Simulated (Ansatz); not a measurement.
Abridged Ansatz (an electronic-structure program) output:

```
Pseudopotential: K, paw, valence charge 9
Pseudopotential: Na, paw, valence charge 9
Crystal: 4 atoms, lattice volume = 259.451 Å³
Basis set: ecut = 500 eV, 6615 PW (Γ), exchange–correlation on 216×216×216 points (64 copies of the dense FFT grid, shifted against one another)
Bands: 22, of which v1, the nominal top of the filled ones, is band 18 counted from 1 (17 counted from 0)
Symmetry: 48 space group operations
k-points: 29 of 512
Functional: x = r2scan, c = r2scan; τ floored in thin density (d = 2e-4 eV/Å³)
SCF iter   1: F=—  HF=-6116.003917 eV  |F-HF|=—  |Δ(HF+E_count)|=         —  Δρ=3.57e-3  dr2=2.29e-2  dr2_τ=5.39e-4  ethr=1.77e-3  ⟨swp⟩=6.4  Hψ=2965  notcnv=0
SCF iter   2: F=—  HF=-6115.994747 eV  |F-HF|=—  |Δ(HF+E_count)|=   9.17e-3  Δρ=1.46e-3  dr2=8.11e-3  dr2_τ=3.33e-4  ethr=6.35e-5  ⟨swp⟩=2.0  Hψ=1507  notcnv=0  defer=1
SCF 1 converged in 10 iterations: F = -6115.993772 eV  dr2 = 1.41e-10
SCF converged after 10 iterations
Free energy (F): -6115.993772 eV
Internal energy: -6115.973072 eV  (E = F + TS)
E sigma→0 (E₀):  -6115.983422 eV
Entropy (-TS):   -0.020700 eV (-5.175 meV/atom)
Fermi energy:    1.779325 eV
--- Forces (eV/Å), atoms counted from 1 ---
  atom   1  K     -0.00000000     0.00000000     0.00000000
  atom   2  K     -0.00000000     0.00000000     0.00000000
  atom   3  Na     0.00000000    -0.00000000    -0.00000000
  atom   4  K      0.00000000     0.00000000     0.00000000
--- Stress (GPa, compression-positive) ---
       -0.009630       0.000000       0.000000
        0.000000      -0.009630       0.000000
        0.000000      -0.000000      -0.009630
  P = ⅓ Tr σ = -0.0096 GPa (-0.096 kbar)
```

**Question.** What was computed, and what are the main results?

**Answer.** K3Na, 4 atoms in the cell, with DFT with r2SCAN, PAW potentials and a 500 eV plane-wave cutoff in Ansatz, scalar-relativistic without spin-orbit coupling. The last SCF converged to F = -6115.993772 eV, or -1528.9984 eV per atom, at a pressure of -0.01 GPa. The total energy compares only with runs of the same code, potentials and settings.

These are small ordered cells, not random alloys; other orderings at the same x differ. No phonon test of stability was made. The cell was made from Na by this change: x(K) = 0.75, 4 atoms, Fm-3m.
